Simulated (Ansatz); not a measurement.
Take SiO2 in the rutile structure (space group P4_2/mnm, No. 136) as the base.

```
SiO2
1.0
    4.23608     0.00000     0.00000
    0.00000     4.23608     0.00000
    0.00000     0.00000     2.69045
Si O
2 4
Direct
  0.00000   0.00000   0.00000
  0.50000   0.50000   0.50000
  0.30698   0.30698   0.00000
  0.80698   0.19302   0.50000
  0.19302   0.80698   0.50000
  0.69302   0.69302   0.00000
```

Cartesian axes are those of the cell as printed.

Calculations: PBE (Ansatz, a program for electronic structure; PAW; 420 eV plane waves; no SOC).

Strains are applied to the cell and any free atomic positions relax.

One change was made to it. Results:

The width of the top valence band decreases by 0.044 eV, from 2.56 eV to 2.51 eV; the pressure (mean of the normal stresses, compression positive) falls by 40.2 kbar, from 0.1 kbar to -40.1 kbar; the band gap falls by 0.25 eV to 4.79 eV; the gap character remains direct at Γ.

**Question.** Which change produced these results?
A. uniaxial strain ε_zz = +1.80 %
B. uniaxial strain ε_zz = +1.20 %
C. uniaxial strain ε_zz = +3.00 %
D. uniaxial strain ε_zz = +0.60 %

**Answer.** B, uniaxial strain ε_zz = +1.20 %. For comparison, the band gap in the other runs: uniaxial strain ε_zz = +0.60 % gives 4.91 eV; uniaxial strain ε_zz = +1.80 % gives 4.66 eV; uniaxial strain ε_zz = +3.00 % gives 4.41 eV.

Stability against distortions was not tested.
